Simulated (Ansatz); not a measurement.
Take RbBr in the rock salt structure (space group Fm-3m, No. 225) as the base.

RbBr is taken in the cubic space group Fm-3m (No. 225), the rock salt structure, Pearson symbol cF8. Cell: a = b = c = 7.018 Å, α = β = γ = 90.00°. Rb on 4a is surrounded by 6 Br at 3.509 Å (octahedral). Br on 4b is coordinated by 6 Rb at 3.509 Å (octahedral). (Neighbours: up to the widest gap in distance over summed covalent radii, below 1.35, at either atom; cation-cation and far metal-metal contacts left out.)
(The calculation used a cell of 2 atoms; values per cell refer to that cell.)

Level of theory: Kohn–Sham DFT with the PBE functional, run in Ansatz (a quantum-chemistry and plane-wave program) with PAW and 420 eV plane waves, without spin-orbit coupling.

Before the change:

```
Property               Result
-------------  --------------
Pressure             0.00 GPa
Electron mass  0.39 mₑ (at Γ)
Band gap              4.19 eV
```

Modification: the cell is scaled by 0.9800 in all directions; the atoms relax in the strained cell.

Q: What happens to the pressure, electron mass, band gap and energy relative to the base?

A: The pressure goes from zero to 0.84 GPa; the electron mass changes from 0.39 mₑ (at Γ) to 0.37 mₑ (at Γ); the band gap goes up by 0.15 eV (4.19 eV → 4.34 eV); the energy goes up by 6.2 meV/atom.

Masses are band curvatures over ±0.01 Å⁻¹ around the edge. Stability against distortions was not tested.
